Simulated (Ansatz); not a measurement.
The parent structure is Ag in the fcc (Cu type) structure (space group Fm-3m, No. 225; a = 4.105 Å).

Computed with r2SCAN (Ansatz, a quantum-chemistry and plane-wave program, PAW, spin-orbit coupling left out).

Before the change:

```
Quantity              Result
-------------------  -------
Lattice parameter a  4.105 Å
```

One thing is altered: every Ag is replaced by Rh, then cell and atoms are relaxed.

Question: How does this affect the lattice parameter a?

Answer: The lattice parameter a decreases by 0.305 Å, from 4.105 Å to 3.800 Å.

Stability against distortions was not tested. The final runs are not spin-polarised.
